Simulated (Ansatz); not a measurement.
Start from an 8-atom supercell of ZnS in the zinc blende structure (space group F-43m, No. 216; a = 5.4435 Å) at its relaxed geometry.

Computed with PBE, PAW, 420 eV (Ansatz, an electronic-structure program; no spin-orbit coupling), earlier PAW set.

One neutral defect a cell, atoms relaxed at fixed cell.

One change was made to it. Results:

The pressure goes from zero to -1.2 GPa; the largest displacement of a host atom from its site in the perfect cell comes out as 0.06 Å.

Task: What was done to the base?
(A) Zn vacancy
(B) P on a S site, symmetric start
(C) S on a Zn site (antisite), symmetric start

Result: A, Zn vacancy. For comparison, the pressure in the other runs: S on a Zn site (antisite), symmetric start gives 4.5 GPa; P on a S site, symmetric start gives 0.4 GPa.

The magnetic state is the one reached from the starting moments; the real material's order can differ, and small cells can't hold many antiferromagnetic ones. In so small a cell the defect repeats every few ångströms: this is an ordered compound, not a dilute defect. The mesh was chosen for an insulator and is coarse for the gapless case. Defects with a symmetric start kept the site's symmetry and may sit on a saddle; the others started slightly shaken. Seeded moments were not kept for S on a Zn site (antisite) and P on a S site.
